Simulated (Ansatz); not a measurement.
Partial pair distribution functions of a relaxed model of amorphous Ge$_{28}$Se$_{28}$N$_{3}$, broadened by 0.06 Å; density 4.88 g/cm³. All values below come from PBE-D3(BJ), scalar-relativistic without spin-orbit coupling, PAW (Ansatz default set, large-core Se) (plane waves to 420 eV; Ansatz, an electronic-structure program).

The cell was made by melting and quenching with the CHGNet potential and then relaxed with DFT. N atoms were pushed apart under 1.9 Å during the dynamics, to hinder bonds among them. The hot cell started wider than the set density and was brought back towards it in steps. It is the lowest in DFT energy of 3 quenches. It is a model cell: composition and starting density were chosen by hand, and all elements were melted together. The geometry includes D3(BJ) dispersion. Its density started from a set value of 4.92 and ended at 4.88 g/cm³. Cooling (nominally 120 K/ps over its main leg) ran many orders faster than in experiment, which tends to leave more defects and strain. Values belong to this one cell and scatter from quench to quench. Volume and shape were free in the relaxation.

| r (Å) | g Ge-Se | g Ge-N | g Ge-Ge | g Se-Se |
|---|---|---|---|---|
| 1.65 | 0.00 | 0.00 | 0.00 | 0.00 |
| 1.75 | 0.00 | 0.44 | 0.00 | 0.00 |
| 1.85 | 0.00 | 6.01 | 0.00 | 0.00 |
| 1.95 | 0.00 | 15.39 | 0.00 | 0.00 |
| 2.05 | 0.00 | 14.20 | 0.00 | 0.00 |
| 2.15 | 0.00 | 2.50 | 0.00 | 0.00 |
| 2.25 | 0.19 | 0.05 | 0.00 | 0.00 |
| 2.35 | 2.35 | 0.00 | 0.00 | 0.00 |
| 2.45 | 3.82 | 0.00 | 0.02 | 0.00 |
| 2.55 | 4.59 | 0.00 | 0.46 | 0.00 |
| 2.65 | 3.63 | 0.00 | 1.04 | 0.00 |
| 2.75 | 1.21 | 0.00 | 0.19 | 0.00 |
| 2.85 | 0.90 | 0.00 | 0.17 | 0.00 |
| 2.95 | 0.72 | 0.00 | 0.59 | 0.00 |
| 3.05 | 0.94 | 0.04 | 0.85 | 0.01 |
| 3.15 | 0.77 | 0.64 | 1.03 | 0.14 |
| 3.25 | 0.74 | 0.63 | 1.41 | 0.47 |
| 3.35 | 0.82 | 0.17 | 1.99 | 0.69 |
| 3.45 | 0.96 | 1.06 | 1.78 | 1.23 |
| 3.55 | 0.90 | 1.64 | 1.50 | 2.33 |
| 3.65 | 0.82 | 0.49 | 1.39 | 2.71 |
| 3.75 | 0.91 | 0.15 | 1.63 | 2.83 |
| 3.85 | 0.88 | 1.02 | 1.77 | 2.99 |
| 3.95 | 0.72 | 1.30 | 1.13 | 2.75 |
| 4.05 | 0.90 | 0.25 | 1.00 | 1.80 |
| 4.15 | 0.88 | 0.00 | 1.20 | 2.00 |
| 4.25 | 0.78 | 0.12 | 1.06 | 1.84 |
| 4.35 | 0.69 | 1.45 | 0.74 | 1.11 |
| 4.45 | 0.77 | 1.29 | 0.98 | 0.84 |
| 4.55 | 0.80 | 1.09 | 0.86 | 0.50 |
| 4.65 | 0.92 | 1.74 | 0.74 | 0.51 |
| 4.75 | 0.98 | 0.70 | 0.90 | 0.33 |
| 4.85 | 0.81 | 0.75 | 0.86 | 0.21 |
| 4.95 | 0.89 | 0.64 | 0.43 | 0.18 |
| 5.05 | 0.78 | 1.03 | 0.91 | 0.37 |
| 5.15 | 0.90 | 1.09 | 1.07 | 0.52 |
| 5.25 | 0.79 | 0.43 | 1.11 | 0.59 |
| 5.35 | 0.81 | 0.18 | 0.79 | 0.76 |
| 5.45 | 1.30 | 0.44 | 0.77 | 0.68 |
| 5.55 | 1.15 | 1.11 | 1.10 | 0.93 |

Within 2.81 Å each Ge has 2.43 Se neighbours on average.
